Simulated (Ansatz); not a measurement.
# Band gap of SnO (model structure, started from the h-BN type, P6₃/mmc, No. 194, 4 atoms in the cell) at several levels of theory

No measured value is used here.

```json
[
 {"level (code)": "LDA (Ansatz)", "value (eV)": "0.44"},
 {"level (code)": "PBEsol (Ansatz)", "value (eV)": "0.38"},
 {"level (code)": "PBEsol+SOC (Ansatz)", "value (eV)": "0.27 (direct)"},
 {"level (code)": "r²SCAN (Ansatz)", "value (eV)": "0.60"},
 {"level (code)": "r²SCAN+SOC (Ansatz)", "value (eV)": "0.49 (direct)"}
]
```

Computed values are for a static lattice. Spin–orbit coupling is included only where a level's name says +SOC; with heavier elements it mostly lowers gaps and can invert bands.  LDA, PBEsol, PBEsol+SOC, r²SCAN, r²SCAN+SOC: the gap is read on the k mesh or supercell of the run alone and can be too large. Values are at the PBE-D3(BJ) cell. Cutoffs differ between the levels. Ansatz's density-functional and Hartree–Fock values are scalar-relativistic unless marked +SOC, with PAW data made under PBE.

A model structure was made by putting elements into a prototype or built by hand; it is no filed structure, need not be a known phase, and can be a saddle point held by its symmetry.

Ansatz is an electronic-structure program.
